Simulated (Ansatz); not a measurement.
## Sr3AsN: pressure 3 GPa

Consider Sr$_{3}$AsN in the anti-perovskite structure (space group Pm-3m, No. 221; a = 5.0413 Å; a cell from a computed database, its experimental status unchecked).

The change: a hydrostatic pressure of 3 GPa.

Computed with DFT with PBEsol, PAW potentials and a 420 eV plane-wave cutoff in Ansatz (an electronic-structure program), without spin-orbit coupling. k-mesh 7×7×7 (Γ-centred); smearing 0.05 eV (Fermi–Dirac).

The volume per atom decreases by 1.286 Å³ to 24.34 Å³ and the density goes up by 0.24 g/cm³ to 4.80 g/cm³. The lattice parameter a shrinks by 0.086 Å (5.041 Å → 4.955 Å) and the shortest interatomic distance decreases by 0.043 Å to 2.478 Å. The enthalpy H = E + PV relative to the base's energy amounts to +0.47 eV/atom and the band gap shrinks by 0.13 eV, from 0.38 eV to 0.25 eV. The gap character remains direct at Γ and the mean gap deformation potential ΔEg/Δln V amounts to +2.5 eV. The width of the top valence band grows by 0.12 eV, from 1.55 eV to 1.67 eV and the electron mass (degenerate bands, along [100]) changes from 0.15, 0.66 mₑ (at Γ) to 0.13, 0.64 mₑ (at Γ). The hole mass (degenerate bands, along [100]) becomes 0.11, 0.44, 0.44 mₑ (at Γ) (base: 0.094, 0.47, 0.47 mₑ (at Γ)).

Cost of the whole job for the changed cell (relaxation, final SCF and bands): roughly 50 core-seconds.

Load acts through the strain it causes; cell and atoms are relaxed under it. Masses are band curvatures over ±0.01 Å⁻¹ around the edge. Stability against distortions was not tested. The zero or small gap of Sr3AsN under pressure 3 GPa can change with the level of theory.
